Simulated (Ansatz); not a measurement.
# What Ti vacancy does to TiSi2

Start from a 12-atom supercell of TiSi$_{2}$ (space group Fddd, No. 70; a = 4.7602 Å, b = 8.1802 Å, c = 8.4999 Å) at its relaxed geometry.

It is then changed as follows: one Ti atom is removed, atoms relaxed at fixed cell, starting from a slightly rattled geometry.

Level of theory: DFT with PBEsol, PAW potentials and a 420 eV plane-wave cutoff in Ansatz (a program for electronic structure), scalar-relativistic without spin-orbit coupling. k-mesh 6×7×6 (Γ-centred); smearing 0.05 eV (Fermi–Dirac).

* **Pressure**: -2.6 GPa (base 0.0 GPa)
* **Largest displacement of a host atom from its site in the perfect cell**: 0.08 Å
* **Mean distance from the defect site to its nearest host atoms**: 2.46 Å (base 2.54 Å)

Final structure:

```
CELL_PARAMETERS angstrom
      0.00000     4.09011     4.24993
      4.76015     0.00000     0.00000
      0.00000     4.09011    -4.24993
ATOMIC_POSITIONS crystal
  Si 0.17074 0.49969 0.17149
  Si 0.65769 0.99970 0.65841
  Si 0.82852 0.49962 0.82923
  Si 0.34152 0.99973 0.34230
  Si 0.32864 0.76422 0.83853
  Si 0.83778 0.23516 0.32933
  Si 0.67050 0.76425 0.16214
  Si 0.16143 0.23517 0.67138
  Ti 0.49959 0.49972 0.50033
  Ti 0.49962 0.26494 0.00036
  Ti 0.99960 0.73445 0.50035
```

Cost of the whole job for the changed cell (relaxation, final SCF and bands): about 6 core-minutes (a rough figure).

The cell is small, so the values are those of an ordered compound at a high defect concentration; dilute-limit values will differ. The final runs are not spin-polarised. The defect cell is not spin-polarised.
